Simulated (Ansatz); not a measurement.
**MgI2: response to strain**

The reference is MgI₂ in the CdI2 type structure (space group P-3m1, No. 164; a = 4.124 Å, c = 6.831 Å; layered, stacked along the Cartesian z axis). Axes: x lies along a and z along c of the hexagonal cell.

Strains are applied to the cell and any free atomic positions relax; under biaxial strain the out-of-plane vector relaxes too.

Calculations: PBE-D3(BJ) (Ansatz, a program for electronic structure; PAW; 420 eV plane waves; no spin-orbit coupling).

Candidates:
(a) biaxial strain −0.50 %, plane normal [001], relaxed out of plane
(b) biaxial strain +3.00 %, plane normal [001], relaxed out of plane
(c) biaxial strain −2.50 %, plane normal [001], relaxed out of plane
(d) biaxial strain −3.00 %, plane normal [001], relaxed out of plane
(e) biaxial strain +1.50 %, plane normal [001], relaxed out of plane

Task: Order them by out-of-plane strain, highest first.

Result: (d) biaxial strain −3.00 %, plane normal [001], relaxed out of plane (+1.60 %), (c) biaxial strain −2.50 %, plane normal [001], relaxed out of plane (+1.34 %), (a) biaxial strain −0.50 %, plane normal [001], relaxed out of plane (+0.26 %), (e) biaxial strain +1.50 %, plane normal [001], relaxed out of plane (-0.84 %), (b) biaxial strain +3.00 %, plane normal [001], relaxed out of plane (-1.78 %)

Stability against distortions was not tested.
